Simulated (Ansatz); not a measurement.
A relaxation of cell and atoms of FeNi (R-3m, 2 atoms in the cell) with Ansatz (a program for electronic structure).

Level of theory: PBEsol, default PAW files made with PBE (plane waves; Ansatz).

The change in words: atoms on their sites; basis.ecutwfc: 420 eV → 630 eV; relax: default → cell and atoms. Reference geometry:
```
CELL_PARAMETERS angstrom
      1.25164     0.72264     4.11099
     -1.25164     0.72264     4.11099
      0.00000    -1.44527     4.11099
ATOMIC_POSITIONS crystal
  Fe 0.00405 0.00405 0.00405
  Ni 0.50000 0.50000 0.50000
```
Moments meant for the start (each program seeds them in its own way; μB, in the order of the atoms Fe Ni): 4.0 2.0.

Reference input (self-consistent single point, DFT, PBEsol, plane waves, default PAW files made with PBE): basis.ecutwfc = 420 eV; kpoints.mp_grid.grid = 9 9 9; hamiltonian.xc = pbesol; hamiltonian.pseudopotentials = {kind: paw} (the program's default PAW files); magnetization.spin_polarized = true; scf.occupations.method = fermi_dirac; scf.occupations.width = 0.1 eV. This run's input differs from it in these lines:

Ansatz 0.2 input:
```diff
@@ -6,6 +6,6 @@
   atoms:
-    - { symbol: Fe, position: [0.004054, 0.004054, 0.004054], spin: 4.0 }
+    - { symbol: Fe, position: [0.000000, 0.000000, 0.000000], spin: 4.0 }
     - { symbol: Ni, position: [0.500000, 0.500000, 0.500000], spin: 2.0 }
 basis:
-  ecutwfc: 420.0
+  ecutwfc: 630.0
 kpoints:
@@ -23,2 +23,4 @@
     width: 0.1
+relax:
+  cell: {}
 output:
```

Log, with long lists cut:

```
   [... SCF lines of the steps left out ...]
relax step   1: F+E_penalty+E_count = -10253.81830723 eV  Δ(F+E_penalty+E_count) = +0.000e0 eV  max|allowed force component| = 2.693e-28 eV/Å  Δτ_max = 0.0000 Å  P = -7.459 GPa  Ω = 22.310 Å³  (16 SCF iters, dr2 threshold 1.00e-7 eV, accepted)
relax step   2: F+E_penalty+E_count = -10253.83445849 eV  Δ(F+E_penalty+E_count) = -1.615e-2 eV  max|allowed force component| = 1.010e-28 eV/Å  Δτ_max = 0.0000 Å  P = -3.683 GPa  Ω = 21.853 Å³  energy of the carried Pulay correction = +6.702e-5 eV  [...]
   [... lines left out ...]
relax step   4: F+E_penalty+E_count = -10253.83944231 eV  Δ(F+E_penalty+E_count) = -1.516e-5 eV  max|allowed force component| = 1.689e-29 eV/Å  Δτ_max = 0.0000 Å  P = +0.001 GPa  Ω = 21.444 Å³  energy of the carried Pulay correction = +1.292e-4 eV  [...]
relax step   5: F+E_penalty+E_count = -10253.83930827 eV  Δ(F+E_penalty+E_count) = +1.340e-4 eV  max|allowed force component| = 5.469e-29 eV/Å  Δτ_max = 0.0000 Å  P = +0.003 GPa  Ω = 21.444 Å³  stress off target by 2.73e-2 GPa  SCF on the basis [...]
basis re-selected at this cell: Δ(F+E_penalty+E_count) = +1.340e-4 eV, ΔP = +0.002 GPa vs the last step
the relaxation is at rest under the 12 symmetry operations that the run kept from its start: a minimum is not shown …
the relaxation's final electronic state is not compared with the one that a single-point calculation of its input finds at the relaxed geometry …
Magnetization: 3.0076 μB (18.5038 up, 15.4962 down)
   [... lines left out ...]
Absolute magnetization: 3.2020 μB (∫|ρ↑−ρ↓|, with the PAW one-centre terms)
Free energy (F): -10253.839308 eV
Fermi energy:    19.132022 eV
   [... lines left out ...]
  cell:  # Å, volume = 21.4439 Å³
    - [1.2330905551759168, 0.7119253290195459, 4.071199803116866]
    - [-1.2330905551759168, 0.7119253290195459, 4.071199803116866]
    - [9.24307153891309e-34, -1.4238501628784543, 4.071199889704932]
  atoms:
    - { symbol: Fe, position: [3.0817066633374933e-34, -5.059712274592407e-34, -9.894369287830489e-35] }
    - { symbol: Ni, position: [0.49999999999999994, 0.49999999999999994, 0.5] }
```

The run converged. 

Summary of the result:
- Free energy E − TS (on the zero of these files): -10253.8393 eV
- Fermi level (on the code's own zero): 19.13 eV
- Pressure: 0.00 GPa
- Size of the cell's spin moment: 3.01 μB
- Final cell: a = b = c = 4.313 Å, α = β = γ = 33.23°
- Final volume per atom: 10.72 Å³
- Relaxation steps: 5

The starting cell comes from a database of computed structures (which also holds hypothetical and non-ambient phases and stackings), without a prior relaxation at this level. Its lattice was rescaled by up to half a per cent. The magnetic order is the one reached from the typed start; others were not searched systematically. The relaxation keeps the symmetry of its start, so its end need not be a minimum. Ansatz's pressure includes its estimate of the finite-basis (Pulay) stress.

Cost on one core of a shared machine: roughly 80 s.
